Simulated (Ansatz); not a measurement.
By PBEsol, the system below comes out a metal.

A figure of merit of an interconnect metal is its ballistic conductance per area.

Here is the system:

```xyz
6
Lattice="3.6008 0.0000 0.0000 0.0000 3.6365 0.0000 1.8004 0.0000 6.7593" Properties=species:S:1:pos:R:3 pbc="T T T"
Ti     3.6008     2.7274     1.3940
Ti     1.8004     0.9091     5.3652
Si     3.6008     2.7274     5.9718
Si     1.8004     0.9091     0.7875
Si     1.8004     2.7274     3.3838
Si     3.6008     0.9091     3.3754
```

The cell is strained (lengths across the current scaled by 1.02, ions clamped); by PBEsol it stands under a pressure of -7.6 GPa.

The current flows along the normal of the first two printed cell vectors. No spin-orbit coupling; the value is a mean over 0.1 eV about the Fermi level.

Estimate the ballistic conductance per area that PBEsol run with Ansatz (a quantum-chemistry and plane-wave program) returns for this system.

0.22 × 10¹⁵ S/m² for both spins.
